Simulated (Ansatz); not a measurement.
Input and output of a self-consistent single point for Cu3Rh (P1, 8 atoms in the cell) (Ansatz, a quantum-chemistry and plane-wave program).

Level of theory: PBEsol, PAW files made with PBE (plane waves; Ansatz).

The change in words: atoms moved at random. Reference geometry:
```yaml
crystal:
  lattice:
    - [5.26481, 0.00000, 0.00000]
    - [-2.63240, 4.55946, 0.00000]
    - [0.00000, 0.00000, 4.25455]
  atoms:
    - { symbol: Cu, position: [0.32784, 0.16392, 0.75000] }
    - { symbol: Cu, position: [0.67216, 0.83608, 0.25000] }
    - { symbol: Cu, position: [0.16392, 0.32784, 0.25000] }
    - { symbol: Cu, position: [0.83608, 0.67216, 0.75000] }
    - { symbol: Cu, position: [0.83608, 0.16392, 0.75000] }
    - { symbol: Cu, position: [0.16392, 0.83608, 0.25000] }
    - { symbol: Rh, position: [0.66667, 0.33333, 0.25000] }
    - { symbol: Rh, position: [0.33333, 0.66667, 0.75000] }
```

Reference input (self-consistent single point, DFT, PBEsol, plane waves, PAW files made with PBE): kpoints.mp_grid.grid = 5 5 5; hamiltonian.xc = pbesol; hamiltonian.pseudopotentials = {kind: paw} (the program's default PAW files); scf.occupations.method = gaussian; scf.occupations.width = 0.05 eV. This run's input differs from it in these lines:

Ansatz 0.2 input:
```diff
@@ -7,10 +7,10 @@
   atoms:
-    - { symbol: Cu, position: [0.327840, 0.163920, 0.750000] }
-    - { symbol: Cu, position: [0.672160, 0.836080, 0.250000] }
-    - { symbol: Cu, position: [0.163920, 0.327840, 0.250000] }
-    - { symbol: Cu, position: [0.836080, 0.672160, 0.750000] }
-    - { symbol: Cu, position: [0.836080, 0.163920, 0.750000] }
-    - { symbol: Cu, position: [0.163920, 0.836080, 0.250000] }
-    - { symbol: Rh, position: [0.666667, 0.333333, 0.250000] }
-    - { symbol: Rh, position: [0.333333, 0.666667, 0.750000] }
+    - { symbol: Cu, position: [0.329693, 0.163867, 0.773669] }
+    - { symbol: Cu, position: [0.675875, 0.831948, 0.250506] }
+    - { symbol: Cu, position: [0.165789, 0.324878, 0.240382] }
+    - { symbol: Cu, position: [0.822598, 0.664075, 0.748317] }
+    - { symbol: Cu, position: [0.841553, 0.168563, 0.743068] }
+    - { symbol: Cu, position: [0.164056, 0.837358, 0.248352] }
+    - { symbol: Rh, position: [0.666857, 0.343275, 0.260343] }
+    - { symbol: Rh, position: [0.333579, 0.666036, 0.735362] }
 kpoints:
```

Output, abridged:

```
SCF iter   1: F=—  HF=-52215.511364 eV  |F-HF|=—  |Δ(HF+E_count)|=         —  Δρ=1.92e-1  dr2=3.16e1  ethr=3.10e-3  ⟨swp⟩=4.1  Hψ=16566  notcnv=0  defer=76
all-band conjugate gradients solve this SCF's bands
preconditioner: auto → Kerker (q_TF=auto, 2.902 Å⁻¹)
SCF iter   2: F=—  HF=-52210.657307 eV  |F-HF|=—  |Δ(HF+E_count)|=    4.85e0  Δρ=6.69e-2  dr2=6.14e0  ethr=3.10e-3  ⟨swp⟩=2.8  Hψ=11254  notcnv=0  defer=519
   [... lines left out ...]
SCF iter   8: F=—  HF=-52209.435710 eV  |F-HF|=—  |Δ(HF+E_count)|=   3.05e-5  Δρ=2.03e-4  dr2=6.09e-5  ethr=1.05e-7  ⟨swp⟩=2.0  Hψ=9738  notcnv=0  defer=530
SCF iter   9: F=—  HF=-52209.435710 eV  |F-HF|=—  |Δ(HF+E_count)|=   1.43e-7  Δρ=4.97e-5  dr2=3.78e-6  ethr=4.11e-8  ⟨swp⟩=2.4  Hψ=7630  notcnv=0  defer=530
SCF iter  10: F=—  HF=-52209.435709 eV  |F-HF|=—  |Δ(HF+E_count)|=   6.50e-7  Δρ=1.64e-5  dr2=2.65e-7  ethr=2.56e-9  ⟨swp⟩=2.1  Hψ=6925  notcnv=0  defer=530
SCF iter  11: F=-52209.435709 eV  HF=-52209.435709 eV  |F-HF|=6.47e-8  |Δ(HF+E_count)|=   7.41e-8  Δρ=8.57e-6  dr2=4.96e-8  ethr=6.76e-11  ⟨swp⟩=8.8  Hψ=22531  notcnv=0
SCF 1 converged in 11 iterations: F = -52209.435709 eV  dr2 = 4.96e-8
Free energy (F): -52209.435709 eV
Internal energy: -52209.427779 eV  (E = F + TS)
E sigma→0 (E₀):  -52209.431744 eV
Entropy (-TS):   -0.007930 eV (-0.991 meV/atom)
Fermi energy:    16.608804 eV
--- Forces (eV/Å), atoms counted from 1 ---
  atom   1  Cu     0.10131885    -0.09649374    -0.61324272
  atom   2  Cu    -0.39483247     0.34764781    -0.24036492
  atom   3  Cu    -0.26911914     0.20923292     0.21828337
  atom   4  Cu     0.34230128     0.16058197     0.22687605
  atom   5  Cu    -0.19112385    -0.08960235     0.21637008
  atom   6  Cu     0.21029279    -0.08251265     0.02591748
  atom   7  Rh     0.39391051    -0.55968479    -0.20589494
  atom   8  Rh    -0.19274794     0.11082902     0.37206981
--- Stress (GPa, compression-positive) ---
      -10.245772      -0.211710       0.276973
       -0.211710      -9.878471       0.094844
        0.276973       0.094845      -9.438224
  P = ⅓ Tr σ = -9.8542 GPa (-98.542 kbar)
  The stress holds the Pulay correction. Without it, at fixed plane waves, as pw.x and ABINIT print it: P = -9.9502 GPa
```

The run converged in 11 iterations. Against the reference run the free energy goes up by 12.4 meV/atom, the pressure goes from -10.50 to -9.85 GPa and the largest force goes from 0.109 to 0.715 eV/Å.

The starting cell comes from a database of computed structures (which also holds hypothetical and non-ambient phases and stackings), without a prior relaxation at this level. Its lattice was rescaled by a random factor within 2.5 % of one. For this run, on top of that: atoms moved at random. Spin polarisation is off. With a pressure of about -10 GPa the cell is away from its equilibrium volume at this level. Ansatz's pressure includes its estimate of the finite-basis (Pulay) stress.

Cost on one core of a shared machine: roughly 30 s.
